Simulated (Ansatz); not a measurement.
# CaO (model structure, F-43m, No. 216, 2 atoms in the cell)

All values below come from r²SCAN+rVV10 in Ansatz (PAW).

Numerical settings: plane-wave cutoff 560 eV, 12×12×12 k mesh, Fermi–Dirac smearing 0.01 eV, scalar-relativistic PAW data made under PBE.

Cell (relaxed at this level):

```
CaO
1.0
    0.00000     2.59905     2.59905
    2.59905     0.00000     2.59905
    2.59905     2.59905     0.00000
Ca O
1 1
Direct
  0.00000   0.00000   0.00000
  0.25000   0.25000   0.25000
```

| Quantity | Value |
|---|---|
| band gap | 3.70 eV (on the SCF k mesh) |

Note: the relaxation could raise the start's symmetry but not lower it, so the cell can be a saddle point.

The computed numbers hold no vibrational or temperature effects.

Cost on a shared machine: about 50 core-seconds (a rough figure).

A model structure was made by putting elements into a prototype or built by hand; it is no filed structure, need not be a known phase, and can be a saddle point held by its symmetry.

Ansatz is an electronic-structure program.
